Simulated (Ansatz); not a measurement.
The parent structure is Ru in the hcp (Mg type) structure (space group P6_3/mmc, No. 194; a = 2.6756 Å, c = 4.2237 Å; relaxed with 0.1 eV smearing). Axes: x lies along a and z along c of the hexagonal cell.

Computed with LDA (Ansatz, a first-principles code), scalar-relativistic without spin-orbit coupling.

For the base:

* **Band gap**: zero
* **Volume per atom**: 13.09 Å³

Perturbation: biaxial strain −2.50 %, plane normal [001], relaxed out of plane (Cartesian); in-plane vectors clamped, the third vector and the atoms free.

### Question
What happens to the band gap?

### Answer
The band gap stays zero.

### Question
How does this affect the volume per atom?

### Answer
The volume per atom drops by 0.475 Å³ to 12.62 Å³.

Stability against distortions was not tested. The final runs are not spin-polarised.
